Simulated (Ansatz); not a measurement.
W on the 1x1 (100) surface of monoclinic HfO2 (cut with top plane 2 O), one in a 1x1 cell, energies for each (27.9 Å²). Energies are against an atom of bcc W, without zero-point or thermal terms; each row is named by its start. No converged result for: 3 more starts.

Host crystal: monoclinic HfO2, with a band gap (PBE, scalar-relativistic without spin-orbit coupling).

The numbers are results of PBE (plane waves to 420 eV, PAW; Ansatz, a program for electronic structure), not measurements.

Slab: 25 atoms, 9.3 Å thick at the start under the adsorbate (thin: gaps and levels are the slab's own); k 4x4x1, smearing 0.01 eV, dipole-corrected; 12 atoms held, the rest relaxed; each run with such symmetry as its start has; spin-polarised, no spin-orbit, no U, no dispersion correction.

A negative adsorption energy means that the adsorbate is more stable on the surface than in its reference. Starts that drift may end in the same place. Heights count from the host atoms within 0.3 Å of the top one.

```
starting site           E_ads (eV)  height (Å)  nearest host atom (Å)   bonded to  change of the vacuum step (eV)  lateral drift (Å)  moment (μB)
----------------------  ----------  ----------  ---------------------  ----------  ------------------------------  -----------------  -----------
top O                         5.71        0.74                 O 1.99  4 Hf + 2 O                           -0.27                1.7          4.0
over Hf at depth 1.0 Å        6.38        1.24                 O 1.94  2 Hf + 2 O                           -0.59                0.5          2.0
hollow O-O-O                  5.71        0.74                 O 1.99  4 Hf + 2 O                           -0.25                1.0          4.0
```
